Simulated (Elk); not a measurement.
Elk run on CsSiI3 (R3m, 5 atoms in the cell): self-consistent single point.

Computed with LDA (PW92), all-electron FP-LAPW, Elk's shipped species files, APW+lo basis with extra local orbitals run with Elk.

The change in words: lattice scaled by 0.98. Reference geometry:
```
CsSiI3
1.0
    4.24230     2.44930     3.69117
   -4.24230     2.44930     3.69117
    0.00000    -4.89859     3.69117
Cs Si I
1 1 3
Direct
  0.00101   0.00101   0.00101
  0.46266   0.46266   0.46266
  0.50187   0.50187   0.02939
  0.02939   0.50187   0.50187
  0.50187   0.02939   0.50187
```

Reference input (self-consistent single point, DFT, LDA (PW92), all-electron FP-LAPW, Elk's shipped species files, APW+lo basis with extra local orbitals): xctype = 3; rgkmax = 8; stype = 3; swidth = 0.00183747 Ha; ngridk = 4 4 4; tforce = true; gmaxvr = 18 1/bohr; lmaxapw = 10; lmaxo = 8; nxlo = 2; lorbcnd = true; lradstp = 2. This run's input differs from it in these lines:

```diff
@@ -43,8 +43,8 @@
 scale
-  11.5908072
+  11.35899148
 
 avec
-    0.6916511123    0.3993249559    0.6017959109
-   -0.6916511123    0.3993249559    0.6017959109
-    0.0000000000   -0.7986499118    0.6017959109
+    0.6916510835    0.3993249392    0.6017959551
+   -0.6916510835    0.3993249392    0.6017959551
+    0.0000000000   -0.7986498785    0.6017959551
```

Log, with long lists cut:

```
│ Self-consistent loop started │
│ Loop number : 1 │
 total energy                :     -29436.5424867
│ Loop number : 2 │
 total energy                :     -29436.3404270
RMS change in Kohn-Sham potential (target) :   0.5022166646E-01 (  0.1000000000E-05)
Absolute change in total energy (target)   :   0.2020597176     (  0.1000000000E-03)
│ Loop number : 3 │
 total energy                :     -29433.4776850
RMS change in Kohn-Sham potential (target) :   0.4406757061E-01 (  0.1000000000E-05)
Absolute change in total energy (target)   :    2.913256913     (  0.1000000000E-03)
│ Loop number : 4 │
   [... lines left out ...]
Absolute change in total energy (target)   :   0.2807254852E-02 (  0.1000000000E-03)
│ Loop number : 13 │
 total energy                :     -29413.2436581
RMS change in Kohn-Sham potential (target) :   0.1765365586E-06 (  0.1000000000E-05)
Absolute change in total energy (target)   :   0.5949551669E-03 (  0.1000000000E-03)
│ Loop number : 14 │
 total energy                :     -29413.2437288
RMS change in Kohn-Sham potential (target) :   0.5003699548E-07 (  0.1000000000E-05)
Absolute change in total energy (target)   :   0.7808214286E-04 (  0.1000000000E-03)
Convergence targets achieved

│ Loop number : 15 │

Energies :
 Fermi                       :     0.142908084753
 total energy                :     -29413.2437436

Density of states at Fermi energy :   0.8585713123E-01
 (states/Hartree/unit cell)

Estimated indirect band gap :   0.2200679521E-01
 from k-point     17 to k-point     17
Estimated direct band gap   :   0.2200679521E-01
 at k-point     17

Charges :
 core                        :    154.0000000
 valence                     :    74.00000000
 interstitial                :    10.11501812
 muffin-tins (core leakage)
  species :    1 (Cs)
   atom    1                 :    52.97790878     (  0.1257352817E-04)
  species :    2 (Si)
   atom    1                 :    12.04367554     (  0.1327910757E-02)
  species :    3 (I)
   [... lines left out ...]
   total force               :    -0.00429949   -0.00248231   -0.00224060
   total magnitude           :     0.00544682
  atom :    3
   Hellmann-Feynman          :    -0.00621957    0.00359087    0.00299320
   IBS                       :     0.01051906   -0.00607318   -0.00523380
   total force               :     0.00429949   -0.00248231   -0.00224060
   total magnitude           :     0.00544682
```

The run converged in 15 iterations. The count includes the last loop, which Elk runs after its targets are met. Against the reference run the free energy drops by 17.3 meV/atom, the largest force goes from 0.080 to 0.326 eV/Å and the gap on the mesh goes from 0.746 to 0.599 eV.

The starting cell comes from a database of computed structures (which also holds hypothetical and non-ambient phases and stackings), without a prior relaxation at this level. For this run, on top of that: lattice scaled by 0.98. Spin-orbit coupling is off. Values depend on the basis (sphere radii, cutoffs, local orbitals), which need not be converged.

Cost on one core of a shared machine: roughly 5 min.
